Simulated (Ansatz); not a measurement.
Levels about the gap of amorphous In₂₄O₃₈Zr (63 atoms in a cell of 890 Å³, 6.45 g/cm³; zone centre alone, so wide bands show as single levels with stretches between that a denser mesh fills), at the geometry that PBE relaxed, where it gives 0.7 GPa on a denser mesh. The participation number counts the atoms over which a state spreads; weights are charges in smoothed Voronoi cells. The levels come from a single point, so bond lengths are those of that geometry. Method of the levels: PBE, scalar-relativistic without spin-orbit coupling (Ansatz, a quantum-chemistry and plane-wave program). Sampling: the zone centre alone; Fermi-Dirac width 0.02 eV; no spin polarisation. At PBE the levels at the filled edge of the gap are localised (band-tail or defect states).

Preparation: random packing, a CHGNet melt and quench, and a DFT relaxation. O atoms were pushed apart under 1.9 Å during the dynamics, to hinder bonds among them. The hot cell started wider than the set density and was brought back towards it in steps. It is the lowest in DFT energy of 2 quenches. It is a model cell: composition and starting density were chosen by hand, and all elements were melted together. No dispersion term was used. Its density started from a set value of 6.45 and ended at 6.45 g/cm³. Cooling (nominally 220 K/ps over its main leg) ran many orders faster than in experiment, which tends to leave more defects and strain. One small periodic cell is one sample of the glass; other quenches scatter about these values. The volume was held where the preparation left it, at a PBE pressure of 0.7 GPa. Stress components on the final sampling reach 2.5 GPa.

| E - E(highest filled), eV | filling | participation number | largest on | weight O | weight In | weight Zr |
|---|---|---|---|---|---|---|
| -0.27 | filled | 24.7 | O, 3 neighbours | 0.93 | 0.07 | 0.00 |
| -0.24 | filled | 18.5 | O, 3 neighbours | 0.94 | 0.06 | 0.00 |
| -0.20 | filled | 19.9 | O, 3 neighbours | 0.93 | 0.06 | 0.00 |
| -0.16 | filled | 17.2 | O, 3 neighbours | 0.94 | 0.05 | 0.00 |
| -0.10 | filled | 14.3 | O, 3 neighbours | 0.94 | 0.05 | 0.00 |
| -0.08 | filled | 11.1 | O, 3 neighbours | 0.95 | 0.04 | 0.01 |
| 0.00 | filled | 4.3 | O, 3 neighbours | 0.95 | 0.05 | 0.00 |
| 0.60 | empty | 58.2 | O, 3 neighbours | 0.57 | 0.42 | 0.01 |
| 2.95 | empty | 11.9 | In, 4 neighbours | 0.56 | 0.43 | 0.01 |
| 3.40 | empty | 33.6 | In, 5 neighbours | 0.60 | 0.38 | 0.02 |
| 3.43 | empty | 32.3 | In, 5 neighbours | 0.60 | 0.39 | 0.01 |
| 3.55 | empty | 46.6 | In, 5 neighbours | 0.59 | 0.38 | 0.02 |
| 3.66 | empty | 44.0 | In, 5 neighbours | 0.61 | 0.38 | 0.01 |
| 3.91 | empty | 43.4 | Zr, 7 neighbours | 0.57 | 0.38 | 0.05 |

Most localised among these is the filled level at +0.00 eV, on a O atom, which has 3 neighbours (In 2.14 Å, In 2.15 Å, In 2.19 Å).
